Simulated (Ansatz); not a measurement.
Pressure series in ZnSe

The reference is ZnSe in the zinc blende structure (space group F-43m, No. 216).

```yaml
crystal:
  lattice:
    - [0.00000, 2.83273, 2.83273]
    - [2.83273, 0.00000, 2.83273]
    - [2.83273, 2.83273, 0.00000]
  atoms:
    - { symbol: Se, position: [0.75000, 0.75000, 0.75000] }
    - { symbol: Zn, position: [0.00000, 0.00000, 0.00000] }
```

Cell and atoms are relaxed at each pressure.

Levels (all Ansatz, an electronic-structure program, PAW): r2SCAN (500 eV, no spin-orbit coupling); HSE06 (420 eV, without spin-orbit coupling).

Band gaps by level, all at the geometries relaxed with r2SCAN:

| case | r2SCAN | HSE06 |
|---|---|---|
| base | 1.87 eV | 2.42 eV |
| pressure −1 GPa | 1.80 eV | (withheld) |
| pressure 0.3 GPa | 1.89 eV | 2.44 eV |
| pressure 1.5 GPa | 1.96 eV | 2.52 eV |
| pressure 3 GPa | 2.05 eV | (withheld) |
| pressure 5 GPa | 2.16 eV | 2.72 eV |
| pressure 7.5 GPa | 2.28 eV | 2.85 eV |
| pressure 10 GPa | 2.39 eV | 2.96 eV |

Q: Some entries are withheld; estimate them.

A: 
- pressure −1 GPa, HSE06: 2.35 eV
- pressure 3 GPa, HSE06: 2.61 eV

Single points use the geometry relaxed with r2SCAN. Load acts through the strain it causes; cell and atoms are relaxed under it. No phonon test of stability was made. Tetrahedral semiconductors of this kind turn to denser phases somewhere between about 1 and 50 GPa; those were not computed, so compressed cells here can lie past the real transition.
